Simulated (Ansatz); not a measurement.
Here is the system:

```
CELL_PARAMETERS angstrom
      3.11381     0.00000     0.00000
     -1.55691     2.69664     0.00000
      0.00000     0.00000     4.95345
ATOMIC_POSITIONS crystal
  Al 0.33333 0.66667 0.99940
  Al 0.66667 0.33333 0.49940
  N  0.33333 0.66667 0.38260
  N  0.66667 0.33333 0.88260
```

No spin polarisation.

The values are results of Kohn–Sham DFT with the PBEsol functional, run in Ansatz (an electronic-structure program) with PAW and 420 eV plane waves, no spin-orbit coupling, not measurements. k-mesh 12×12×7 (Γ-centred); smearing 0.05 eV (Fermi–Dirac).

Problem. Estimate the electron mass.

Solution. 0.30 mₑ (at Γ).

Problem. What is the computed stress (xx, yy, zz, yz, xz, xy; compression positive)?

Solution. (0.66, 0.66, 2.14, 0.00, 0.00, 0.00) GPa.

The levels and masses belong to the bands next to the band gap. The cells carry an imposed strain or load. Effective masses come from finite differences of ±0.01 Å⁻¹. Whether these cells are dynamically stable was not tested. The cell was made from AlN in the wurtzite structure (space group P6_3mc, No. 186) by this change: uniaxial strain ε_zz = −0.60 %.
